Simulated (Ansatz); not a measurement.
The reference is Zr in the hcp (Mg type) structure (space group P6_3/mmc, No. 194; relaxed with 0.1 eV smearing).

```
Zr
1.0
    3.23041     0.00000     0.00000
   -1.61520     2.79762     0.00000
    0.00000     0.00000     5.17879
Zr
2
Direct
  0.66667   0.33333   0.75000
  0.33333   0.66667   0.25000
```

Cartesian axes are those of the cell as printed.

All numbers come from PBE (Ansatz, an electronic-structure program, PAW, no spin-orbit coupling).

It is then changed as follows: the cell is stretched by 2.00 % along z with no lateral relaxation; the atoms relax in the strained cell.

Predict the new stress.

The stress (xx, yy, zz, yz, xz, xy; compression positive) is (-1.3, -1.3, -3.1, 0.0, 0.0, 0.0) GPa.

How does this affect the energy relative to the base?

The energy goes up by 4.6 meV/atom.

Stability against distortions was not tested. All final runs are without spin polarisation.
